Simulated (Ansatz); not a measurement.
Consider ZrSe$_{2}$ in the CdI2 type structure (space group P-3m1, No. 164; a = 3.7351 Å, c = 6.0315 Å; layered, stacked along the Cartesian z axis).

All numbers come from DFT with PBE-D3(BJ), PAW potentials and a 420 eV plane-wave cutoff in Ansatz (a first-principles code), no spin-orbit coupling.

Base values:

The band gap is zero. The gap character is absent and the smallest direct gap comes out as 0.95 eV.

One thing is altered: the cell is scaled by 1.0200 in all directions, atoms relaxed at fixed cell.

### Question
What happens to the band gap, energy relative to the base, gap character, smallest direct gap and valence-band top at Γ?

### Answer
The band gap goes from zero to 0.28 eV; the energy rises by 10 meV/atom; the gap character goes from absent to indirect, Γ → L; the smallest direct gap goes up by 0.04 eV to 0.99 eV; the valence-band top at Γ (three highest levels, from the VBM) is 0.00, -0.11, -0.11 eV.

The cells carry an imposed strain or load. Whether these cells are dynamically stable was not tested. All final runs are without spin polarisation. Gaps under 0.05 eV, about the width of the smearing, are given as zero. A zero or small gap of ZrSe2 can be the functional's error rather than a property of the material.
